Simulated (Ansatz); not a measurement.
Here is the system:

```
CELL_PARAMETERS angstrom
      4.50796     0.00000     0.00000
      2.25398     3.90401     0.00000
      2.25398    -1.30134     3.71234
ATOMIC_POSITIONS crystal
  Na 0.00000 0.00000 0.00000
  I  0.00000 0.50000 0.50000
```

No spin polarisation.

The values are results of Ansatz (a program for electronic structure) PBEsol, no spin-orbit coupling, not measurements. Settings: 9×9×9 k-points, 0.05 eV Fermi–Dirac smearing.

### Question
Estimate the band gap.

### Answer
3.59 eV.

### Question
What mean in-plane stress (compression positive) does the calculation give?

### Answer
+0.1 GPa.

### Question
What is the computed gap character?

### Answer
Direct at Γ.

With I present, leaving out spin-orbit coupling can change the band edges. The cells carry an imposed strain or load. Stability against distortions was not tested. The cell was made from NaI in the rock salt structure (space group Fm-3m, No. 225) by this change: biaxial strain −0.42 %, plane normal [111], relaxed out of plane.
